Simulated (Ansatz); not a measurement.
Results of PBEsol in Ansatz (plane waves, PAW) for P (model structure, started from the lonsdaleite type, P6₃/mmc, No. 194, 4 atoms in the cell).

Run with plane-wave cutoff 520 eV, 18×18×6 k mesh (along the axes of the cell as run), Fermi–Dirac smearing 0.05 eV, scalar-relativistic PAW data made under PBE.

The cell is the one relaxed with PBEsol. Conventional cell: a = 3.2361 Å, b = 3.2361 Å, c = 11.4670 Å, α = 90.00°, β = 90.00°, γ = 120.00°.

```xyz
4
Lattice="3.2361 0.0000 0.0000 -1.6181 2.8026 0.0000 0.0000 0.0000 11.4670" Properties=species:S:1:pos:R:3 pbc="T T T"
P      0.0000     1.8684     0.6230
P      1.6181     0.9342     6.3565
P      1.6181     0.9342    10.8440
P      0.0000     1.8684     5.1105
```

Q: List the 11 lowest band energies at Γ above −25 eV (eV, relative to the valence band maximum), grouping those that round alike.

A: At Γ: -14.67, -14.65, -6.97, -6.74, -1.35, -0.30 (×3), -0.29 (×2), 3.70.

Note: the relaxation could raise the start's symmetry but not lower it, so the cell can be a saddle point.

A model structure was made by putting elements into a prototype or built by hand; it is no filed structure, need not be a known phase, and can be a saddle point held by its symmetry.

Ansatz is an electronic-structure program.
